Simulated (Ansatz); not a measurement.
Base system: KMgF3 in the cubic perovskite structure (space group Pm-3m, No. 221; a = 3.9913 Å).

The values are results of plane-wave PAW DFT at the PBEsol level (Ansatz, an electronic-structure program, 420 eV), no spin-orbit coupling, not measurements.

Base values:

The volume per atom comes out as 12.72 Å³ and the smallest direct gap comes out as 7.44 eV. The band gap comes out as 7.12 eV.

Perturbation: a hydrostatic pressure of 0.3 GPa.

Q: What happens to the volume per atom?

A: The volume per atom drops by 0.05 Å³, from 12.72 Å³ to 12.67 Å³.

Q: Estimate the effect on the smallest direct gap.

A: The smallest direct gap rises by 0.03 eV to 7.47 eV.

Q: Estimate the effect on the band gap.

A: The band gap grows by 0.03 eV (7.12 eV → 7.15 eV).

Load acts through the strain it causes; cell and atoms are relaxed under it. Whether these cells are dynamically stable was not tested.
